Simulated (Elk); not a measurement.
A self-consistent single point of Ir (Fm-3m, 1 atom in the cell) with Elk.

Method of the run: PBE, all-electron FP-LAPW, Elk's shipped species files, APW+lo basis with extra local orbitals run with Elk 10.2.4.

The change in words: lattice scaled by 0.98; swidth: 0.00367493 Ha → 0.00183747 Ha; ngridk: 15 15 15 → 16 16 16. Reference geometry:
```xyz
1
Lattice="0.0000 1.9104 1.9104 1.9104 0.0000 1.9104 1.9104 1.9104 0.0000" Properties=species:S:1:pos:R:3 pbc="T T T"
Ir     0.0000     0.0000     0.0000
```

Reference input (self-consistent single point, DFT, PBE, all-electron FP-LAPW, Elk's shipped species files, APW+lo basis with extra local orbitals): xctype = 20; rgkmax = 8; swidth = 0.00367493 Ha; ngridk = 15 15 15; gmaxvr = 14 1/bohr; nxlo = 2; lorbcnd = true; rmtscf = 0.86; lmaxi = 3; maxscl = 100. This run's input differs from it in these lines:

```diff
@@ -25,3 +25,3 @@
 swidth
-  0.00367493
+  0.00183747
 
@@ -34,5 +34,5 @@
 avec
-    0.0000000000    1.9104000000    1.9104000000
-    1.9104000000    0.0000000000    1.9104000000
-    1.9104000000    1.9104000000    0.0000000000
+    0.0000000000    1.8721920000    1.8721920000
+    1.8721920000    0.0000000000    1.8721920000
+    1.8721920000    1.8721920000    0.0000000000
 
@@ -45,3 +45,3 @@
 ngridk
-  15 15 15
+  16 16 16
```

Log, with long lists cut:

```
│ Self-consistent loop started │
│ Loop number : 1 │
 total energy                :     -17864.8083182
│ Loop number : 2 │
 total energy                :     -17864.9471317
RMS change in Kohn-Sham potential (target) :   0.1357218396     (  0.1000000000E-05)
Absolute change in total energy (target)   :   0.1388135261     (  0.1000000000E-03)
│ Loop number : 3 │
 total energy                :     -17864.9184484
RMS change in Kohn-Sham potential (target) :   0.1337148379     (  0.1000000000E-05)
Absolute change in total energy (target)   :   0.6020057117E-02 (  0.1000000000E-03)
│ Loop number : 4 │
   [... lines left out ...]
Absolute change in total energy (target)   :   0.1227134246E-02 (  0.1000000000E-03)
│ Loop number : 13 │
 total energy                :     -17858.2527589
RMS change in Kohn-Sham potential (target) :   0.3167984332E-06 (  0.1000000000E-05)
Absolute change in total energy (target)   :   0.2867328440E-03 (  0.1000000000E-03)
│ Loop number : 14 │
 total energy                :     -17858.2527695
RMS change in Kohn-Sham potential (target) :   0.3128642830E-07 (  0.1000000000E-05)
Absolute change in total energy (target)   :   0.6108517846E-04 (  0.1000000000E-03)
Convergence targets achieved

│ Loop number : 15 │

Energies :
 Fermi                       :     0.627380800660
 total energy                :     -17858.2527728

Density of states at Fermi energy :    31.13774910
 (states/Hartree/unit cell)

Estimated indirect band gap :   0.5057028650E-03
 from k-point     15 to k-point     45
Estimated direct band gap   :   0.1530770664E-01
 at k-point     15

Charges :
 core                        :    48.00000000
 valence                     :    29.00000000
 interstitial                :    1.645171398
 muffin-tins (core leakage)
  species :    1 (Ir)
   atom    1                 :    75.35482860     (  0.1815009101E-02)
 total in muffin-tins        :    75.35482860
 total calculated charge     :    76.99400368
 total charge                :    77.00000000
 error                       :   0.5996321558E-02

│ Self-consistent loop stopped │
```

The run converged in 15 iterations. The count includes the last loop, which Elk runs after its targets are met. Against the reference run the free energy goes up by 168 meV/atom.

The starting cell has typed, rounded lattice constants, without a prior relaxation at this level. Its lattice was rescaled by up to half a per cent. For this run, on top of that: lattice scaled by 0.98. Spin-orbit coupling is off. Spin polarisation is off. Values depend on the basis (sphere radii, cutoffs, local orbitals), which need not be converged. The log's line on a gap gives a spacing of levels on this mesh, which the program prints for metals too.
